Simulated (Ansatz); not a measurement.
A computed series for TiSi2: pressure series

Start from TiSi₂ (space group Fddd, No. 70; a = 4.806 Å, b = 8.265 Å, c = 8.565 Å).

Cell and atoms are relaxed at each pressure.

All numbers come from PBE (Ansatz, an electronic-structure program, PAW, no spin-orbit coupling), earlier PAW set.

```csv
P (GPa),V (Å³/atom)
3.01,13.889
7.01,13.549
15.01,12.977
30.00,12.156
50.00,11.354
75.02,10.613
```

Task: Fit a third-order Birch–Murnaghan equation of state.

Result: Least squares on P(V) = (3B₀/2)[(V₀/V)^(7/3) − (V₀/V)^(5/3)]·[1 + (3/4)(B₀′ − 4)((V₀/V)^(2/3) − 1)] gives V₀ = 14.17 Å³/atom, B₀ = 142 GPa and B₀′ = 4.1.

Load acts through the strain it causes; cell and atoms are relaxed under it. Whether these cells are dynamically stable was not tested. Competing high-pressure phases were not computed. All final runs are without spin polarisation.
